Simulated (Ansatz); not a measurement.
# Si (I4_1/amd): band-edge transport data

Here is the system:

```xyz
2
Lattice="0.0000 2.6887 2.7391 2.6887 0.0000 2.7391 2.6887 2.6887 0.0000" Properties=species:S:1:pos:R:3 pbc="T T T"
Si     0.0000     0.0000     0.0000
Si     1.3444     1.3444     1.3695
```

Level of theory: r2SCAN with spin-orbit coupling, rigid bands (plane waves, PAW; Ansatz, a program for electronic structure). Condition of this run: biaxial stress in (001) of 1.8 GPa (compression positive) (the target of the relaxation). How the cell was made: cell and atoms relaxed with PBEsol, then loaded as said.

- band gap = 0.62 eV
- electron conductivity mass (300 K, dilute) = 0.34 (x), 0.34 (y), 0.21 (z) mₑ
- hole conductivity mass (300 K, dilute) = 0.30 (x), 0.30 (y), 0.32 (z) mₑ
- effective density of states N_c (300 K) = 2.0e19 cm⁻³
- effective density of states N_v (300 K) = 1.0e19 cm⁻³
- density-of-states mass, electrons = 0.87 mₑ
- density-of-states mass, holes = 0.55 mₑ
- Seebeck coefficient, n-type 1e19 cm⁻³, 300 K = -274 μV/K
- Seebeck coefficient, p-type 1e19 cm⁻³, 300 K = 264 μV/K
- best p-type power factor at 300 K for τ = 10 fs (best axis; densities from 1e16 to 1e21 cm⁻³ tried, whether or not they can be reached) = 12.5 μW/(cm·K²) at 3e20 cm⁻³

Rigid bands; masses and Seebeck coefficients take one relaxation time τ for all states and one kind of carrier; polarons and phonon drag are left out. Geometry: cell and atoms relaxed with PBEsol.
